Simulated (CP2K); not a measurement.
A self-consistent single point of WC (P-6m2, 2 atoms in the cell) with CP2K.

Level of theory: CP2K 2026.2 with PBE, GPW, DZVP-MOLOPT-SR-GTH basis, GTH-PBE potentials (GTH_POTENTIALS).

The change in words: lattice scaled by 0.98. Reference geometry:
```
WC
1.0
    2.84426     0.00000     0.00000
   -1.42213     2.46320     0.00000
    0.00000     0.00000     2.76902
W C
1 1
Direct
  0.00000   0.00000   0.00000
  0.66667   0.33333   0.50000
```

Reference input (self-consistent single point, DFT PBE, GPW, DZVP-MOLOPT-SR-GTH basis, GTH-PBE potentials (GTH_POTENTIALS)): CUTOFF = 500 Ry; REL_CUTOFF = 60 Ry; SMEAR/METHOD = FERMI_DIRAC; ELECTRONIC_TEMPERATURE = 1160.45 K; KPOINTS/SCHEME = MONKHORST-PACK 9 9 8; GAMMA_CENTERED = T; XC_FUNCTIONAL = PBE; W/BASIS_SET = DZVP-MOLOPT-SR-GTH-q14; W/POTENTIAL = GTH-PBE-q14; C/BASIS_SET = DZVP-MOLOPT-SR-GTH-q4; C/POTENTIAL = GTH-PBE-q4; METHOD = GPW. This run's input differs from it in these lines:

```diff
@@ -63,5 +63,5 @@
     &CELL
-      A 2.84425900 0.00000000 0.00000000
-      B -1.42212900 2.46320000 0.00000000
-      C 0.00000000 0.00000000 2.76902200
+      A 2.78737400 0.00000000 0.00000000
+      B -1.39368600 2.41393600 0.00000000
+      C 0.00000000 0.00000000 2.71364200
       PERIODIC XYZ
```

The program printed (abridged):

```
 SCF WAVEFUNCTION OPTIMIZATION

  Step     Update method      Time    Convergence         Total energy    Change
     1 NoMix/Diag. 0.20E+00      -     1.13030939       -74.8399508921 -7.48E+01
     2 Broy./Diag. 0.20E+00      -     0.08027034       -74.2383888253  6.02E-01
     3 Broy./Diag. 0.20E+00      -     0.07025857       -74.0838446876  1.55E-01
     4 Broy./Diag. 0.20E+00      -     0.00803675       -73.9534592020  1.30E-01
     5 Broy./Diag. 0.20E+00      -     0.00440034       -73.9388584179  1.46E-02
     6 Broy./Diag. 0.20E+00      -     0.00049903       -73.9330687430  5.79E-03
   [... 2 lines left out ...]
     9 Broy./Diag. 0.20E+00      -     0.00004169       -73.9409679235  1.11E-04
    10 Broy./Diag. 0.20E+00      -     0.00000150       -73.9409017158  6.62E-05
    11 Broy./Diag. 0.20E+00      -     0.00000220       -73.9408941144  7.60E-06
    12 Broy./Diag. 0.20E+00      -     0.00000002       -73.9408935070  6.07E-07
  *** SCF run converged in    12 steps ***

  Overlap energy of the core charge distribution:               0.00000003791913
  Self energy of the core charge distribution:               -115.72496938543210
  Core Hamiltonian energy:                                     26.82725347784971
  Hartree energy:                                              24.61549956615804
  Exchange-correlation energy:                                 -9.65833371346346
  Electronic entropic energy:                                  -0.00034349007816
  Fermi energy:                                                 0.64645702079556

  Total energy:                                               -73.94089350703698
  Total energy (extrapolated to T->0):                        -73.94072176199789

                     Mulliken Population Analysis

   [... lines left out ...]

 STRESS| Analytical stress tensor [bar]
 STRESS|                        x                   y                   z
 STRESS|      x        6.54933827494E+05  -2.94631755565E+00  -6.44463977628E-09
 STRESS|      y       -2.94631755565E+00   6.54934489762E+05   2.39683269962E-10
 STRESS|      z       -6.44463977628E-09   2.39683269962E-10   7.51388069013E+05
 STRESS| 1/3 Trace                                             6.87085462090E+05
```

The run converged in 12 iterations. Against the reference run the free energy rises by 178 meV/atom and the pressure goes from 32.99 to 68.71 GPa.

The starting cell comes from a database of computed structures (which also holds hypothetical and non-ambient phases and stackings), without a prior relaxation at this level. Its lattice was rescaled by a random factor within 2.5 % of one. For this run, on top of that: lattice scaled by 0.98. Spin polarisation is off. Values carry the incompleteness of an atom-centred basis. With a pressure of about 69 GPa the cell is away from its equilibrium volume at this level.

Cost on one core of a shared machine: roughly 3 min.
